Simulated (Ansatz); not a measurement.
GaAs under a change: uniaxial strain ε_zz = −0.50 %

The reference is GaAs in the zinc blende structure (space group F-43m, No. 216; a = 5.667 Å). Axes: x, y, z lie along the cube axes.

Modification: uniaxial strain ε_zz = −0.50 %, all other strain components held at zero, atoms relaxed at fixed cell.

Computed with plane-wave PAW DFT at the r2SCAN level (Ansatz, a program for electronic structure, 500 eV), without spin-orbit coupling. Settings: 10×10×10 k-points, 0.05 eV Fermi–Dirac smearing.

```tsv
quantity	base	changed	shift
space group	F-43m (No. 216)	I-4m2 (No. 119)	–
shortest interatomic distance	2.454 Å	2.450 Å	-0.004 Å
energy relative to the base (free energy F)	0 meV/atom	+0.2 meV/atom	+0.2 meV/atom
band gap	0.96 eV	0.98 eV	+0.02 eV
gap character	direct at Γ	direct at Γ	–
electron mass	0.051 mₑ (at Γ)	0.053 mₑ (at Γ)	–
valence-band top at Γ (three highest levels, from the VBM)	0.00, 0.00, 0.00 eV	0.00, -0.03, -0.03 eV	–
valley order (the lowest conduction-band minima on the path, energy above the VBM, named in the base's zone)	Γ 0.96 eV; L along ⟨111⟩ 1.35 eV; a point along ⟨100⟩, about 1.0 Å⁻¹ from Γ 1.72 eV	Γ 0.98 eV; L along [1-11] 1.35 eV; a point along [001], about 1.0 Å⁻¹ from Γ 1.66 eV; a point along [100], about 1.0 Å⁻¹ from Γ 1.70 eV	–
stress (xx, yy, zz, yz, xz, xy; compression positive)	–	(0.26, 0.26, 0.59, 0.00, 0.00, 0.00) GPa	–
```

Final structure:

```yaml
crystal:
  lattice:
    - [0.00000, 2.83335, 2.81918]
    - [2.83335, 0.00000, 2.81918]
    - [2.83335, 2.83335, 0.00000]
  atoms:
    - { symbol: Ga, position: [0.00000, 0.00000, 0.00000] }
    - { symbol: As, position: [0.25000, 0.25000, 0.25000] }
```

Effective masses come from finite differences of ±0.01 Å⁻¹. Stability against distortions was not tested. k-point labels follow each cell's own Brillouin zone.
